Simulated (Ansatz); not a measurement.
Consider the following.

```
B
1.0
    0.00000     2.02607     2.02607
    2.10002     0.00000     2.02607
    2.10002     2.02607     0.00000
B
2
Cartesian
  1.05001   1.01303   1.01303
  0.00000   0.00000   0.00000
```

No spin polarisation.

Level of theory: Kohn–Sham DFT with the PBE functional, run in Ansatz (a first-principles code) with PAW and 420 eV plane waves, no spin-orbit coupling. Γ-centred 24×24×24 mesh, Fermi–Dirac width 0.1 eV.

Question: Predict the band gap.

Answer: Zero.

Question: What is the computed space group?

Answer: I4_1/amd (No. 141).

Question: Predict the stress (xx, yy, zz, yz, xz, xy; compression positive).

Answer: (-3.8, -7.2, -7.2, 0.0, 0.0, 0.0) GPa.

The cells carry an imposed strain or load. Whether these cells are dynamically stable was not tested. The cell was made from B in the diamond structure (space group Fd-3m, No. 227; a hypothetical phase, not in the database extracts checked) by this change: uniaxial strain ε_xx = +3.65 %.
